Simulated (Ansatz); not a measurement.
Ansatz (a quantum-chemistry and plane-wave program) run on LuHg (P4mm, 2 atoms in the cell): self-consistent single point.

Computed with LDA (PW92), default PAW files made with PBE (plane waves; Ansatz).

```yaml
crystal:
  lattice:
    - [3.62808, 0.00000, 0.00000]
    - [0.00000, 3.62808, 0.00000]
    - [0.00000, 0.00000, 3.62808]
  atoms:
    - { symbol: Lu, position: [0.50000, 0.50000, 0.51378] }
    - { symbol: Hg, position: [0.00000, 0.00000, 0.00000] }
```

Reference input (self-consistent single point, DFT, LDA (PW92), plane waves, default PAW files made with PBE): basis.ecutwfc = 420 eV; kpoints.mp_grid.grid = 9 9 9; hamiltonian.xc = lda; hamiltonian.pseudopotentials = {kind: paw} (the program's default PAW files); scf.occupations.method = gaussian; scf.occupations.width = 0.1 eV. This run's input differs from it in these lines:

Ansatz 0.2 input:
```diff
@@ -10,3 +10,3 @@
 basis:
-  ecutwfc: 420.0 eV
+  ecutwfc: 335.0 eV
 kpoints:
```

Log, with long lists cut:

```
SCF iter   1: F=—  HF=-28016.478121 eV  |F-HF|=—  |Δ(HF+E_count)|=         —  Δρ=4.39e-3  dr2=3.87e-3  ethr=1.77e-3  ⟨swp⟩=6.1  Hψ=8095  notcnv=0
all-band conjugate gradients solve this SCF's bands
preconditioner: auto → Resta (q_TF=auto, 2.701 Å⁻¹)
SCF iter   2: F=—  HF=-28016.477152 eV  |F-HF|=—  |Δ(HF+E_count)|=   9.68e-4  Δρ=2.13e-3  dr2=8.41e-4  ethr=8.61e-6  ⟨swp⟩=3.2  Hψ=5129  notcnv=0
   [... lines left out ...]
SCF iter   5: F=—  HF=-28016.477046 eV  |F-HF|=—  |Δ(HF+E_count)|=   1.27e-5  Δρ=8.31e-5  dr2=2.81e-6  ethr=9.17e-8  ⟨swp⟩=2.3  Hψ=3608  notcnv=0
SCF iter   6: F=—  HF=-28016.477046 eV  |F-HF|=—  |Δ(HF+E_count)|=   1.75e-7  Δρ=1.10e-5  dr2=3.31e-8  ethr=2.22e-10  ⟨swp⟩=8.4  Hψ=14967  notcnv=0
SCF iter   7: F=—  HF=-28016.477047 eV  |F-HF|=—  |Δ(HF+E_count)|=   6.79e-8  Δρ=6.32e-6  dr2=1.22e-8  ethr=7.36e-11  ⟨swp⟩=5.5  Hψ=8599  notcnv=0
SCF iter   8: F=-28016.477047 eV  HF=-28016.477047 eV  |F-HF|=6.15e-10  |Δ(HF+E_count)|=  2.84e-10  Δρ=9.56e-7  dr2=2.45e-10  ethr=2.72e-11  ⟨swp⟩=5.6  Hψ=8222  notcnv=0
SCF 1 converged in 8 iterations: F = -28016.477047 eV  dr2 = 2.45e-10
Free energy (F): -28016.477047 eV
Internal energy: -28016.469069 eV  (E = F + TS)
E sigma→0 (E₀):  -28016.473058 eV
Entropy (-TS):   -0.007977 eV (-3.989 meV/atom)
Fermi energy:    16.148820 eV
--- Forces (eV/Å), atoms counted from 1 ---
  atom   1  Lu     0.00000000     0.00000000    -0.08665891
  atom   2  Hg    -0.00000000     0.00000000     0.08665575
--- Stress (GPa, compression-positive) ---
       -5.324568       0.000000      -0.000000
        0.000000      -5.324568       0.000000
       -0.000000       0.000000      -5.341751
  P = ⅓ Tr σ = -5.3303 GPa (-53.303 kbar)
  The stress holds the Pulay correction. Without it, at fixed plane waves, as pw.x and ABINIT print it: P = -6.3583 GPa
```

The run converged in 8 iterations. Against the reference run the free energy goes up by 12.2 meV/atom, the pressure moves little (-5.31 to -5.33 GPa) and the largest force hardly changes (0.088 to 0.087 eV/Å).

The starting cell comes from a database of computed structures (which also holds hypothetical and non-ambient phases and stackings), without a prior relaxation at this level. Its lattice was rescaled by up to half a per cent. One atom was moved a little off its site on purpose. Ansatz's pressure includes its estimate of the finite-basis (Pulay) stress. Without the estimate this run gives -6.36 GPa. The cutoff lies below the one recommended for these files.
